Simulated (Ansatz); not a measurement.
Consider Si in the diamond structure (space group Fd-3m, No. 227; a = 5.444 Å). Axes: x, y, z lie along the cube axes.

All numbers come from r2SCAN, PAW, 500 eV (Ansatz, a program for electronic structure; no spin-orbit coupling).

For the base:

* **Band gap**: 0.78 eV
* **Smallest direct gap**: 2.74 eV
* **Valence-band top at Γ**: 0.00, 0.00, 0.00 eV

Now apply this change: a pure shear with ε_xz = ε_zx = -0.0080; the atoms relax in the strained cell.

What does the calculation give for the energy relative to the base, band gap, smallest direct gap, valence-band top at Γ and stress after the change?

The energy goes up by 1.3 meV/atom; the band gap falls by 0.09 eV, from 0.78 eV to 0.69 eV; the smallest direct gap drops by 0.17 eV (2.74 eV → 2.57 eV); the valence-band top at Γ (three highest levels, from the VBM) changes from 0.00, 0.00, 0.00 eV to 0.00, -0.08, -0.15 eV; the stress (xx, yy, zz, yz, xz, xy; compression positive) is (0.01, -0.01, 0.01, 0.00, 1.30, 0.00) GPa.

No phonon test of stability was made.
